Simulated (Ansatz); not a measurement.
The starting structures come from a database of crystals and need not be the phases stable at ambient conditions.

# Evanescent states of MgSe (P6_3mc, wurtzite, 4 atoms a cell, 26.3 Å³ an atom) along the normal of (001)

Level of theory: r2SCAN (plane waves, PAW; Ansatz, a program for electronic structure).

No gap correction and no spin-orbit coupling; mid-gap is the computed energy nearest the middle.

Energies count from the valence-band top; κ is the least over a 12×12 mesh across the current.

| E (eV) | κ (1/Å) | where |
|---|---|---|
| 0.08 | 0.066 | Γ |
| 0.24 | 0.110 | Γ |
| 0.40 | 0.138 | Γ |
| 0.56 | 0.158 | Γ |
| 0.72 | 0.174 | Γ |
| 0.88 | ? | Γ |
| 1.04 | ? | Γ |
| 1.20 | ? | Γ |
| 1.36 | ? | Γ |
| 1.52 | ? | Γ |
| 1.68 | ? | Γ |
| 1.84 | ? | Γ |
| 2.00 | ? | Γ |
| 2.16 | ? | Γ |
| 2.32 | ? | Γ |
| 2.48 | ? | Γ |
| 2.64 | 0.172 | Γ |
| 2.80 | 0.156 | Γ |
| 2.96 | 0.136 | Γ |
| 3.12 | 0.108 | Γ |
| 3.28 | 0.064 | Γ |

Q: Complete the blanks.

A: 
- 0.88, κ (1/Å): 0.185
- 1.04, κ (1/Å): 0.194
- 1.20, κ (1/Å): 0.201
- 1.36, κ (1/Å): 0.206
- 1.52, κ (1/Å): 0.208
- 1.68, κ (1/Å): 0.209
- 1.84, κ (1/Å): 0.208
- 2.00, κ (1/Å): 0.205
- 2.16, κ (1/Å): 0.200
- 2.32, κ (1/Å): 0.193
- 2.48, κ (1/Å): 0.184
